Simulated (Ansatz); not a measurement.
Au on the 1x1 (100) surface of fcc Cu, one in a 2x2 cell, energies for each (26.4 Å²). Energies are against an atom of fcc Au, without zero-point or thermal terms; each row is named by its start.

Calculation: PBE (plane waves to 420 eV, PAW; Ansatz, a first-principles code).

Set-up: 17 atoms, 5.3 Å thick at the start under the adsorbate (thin: gaps and levels are the slab's own); mesh 6x6x1; 0.1 eV smearing; dipole correction on; 8 atoms held, the rest relaxed; each run with such symmetry as its start has; no spin, no spin-orbit, no U, no dispersion correction.

A negative adsorption energy means that the adsorbate is more stable on the surface than in its reference. Heights count from the host atoms within 0.3 Å of the top one.

```csv
starting site,E_ads (eV),height (Å),nearest host atom (Å),bonded to,Δ work function (eV),lateral drift (Å)
top Cu,?,2.11,Cu 2.38,Cu,0.21,0.0
hollow Cu-Cu-Cu-Cu over Cu at depth 1.8 Å,?,1.80,Cu 2.57,4 Cu,-0.02,0.0
bridge Cu-Cu (span 2.6 Å),0.42,?,Cu 2.47,2 Cu,0.08,0.0
```

### Question
Some entries are withheld; supply them.

### Answer

- top Cu, E_ads (eV): 0.83
- hollow Cu-Cu-Cu-Cu over Cu at depth 1.8 Å, E_ads (eV): -0.10
- bridge Cu-Cu (span 2.6 Å), height (Å): 2.06
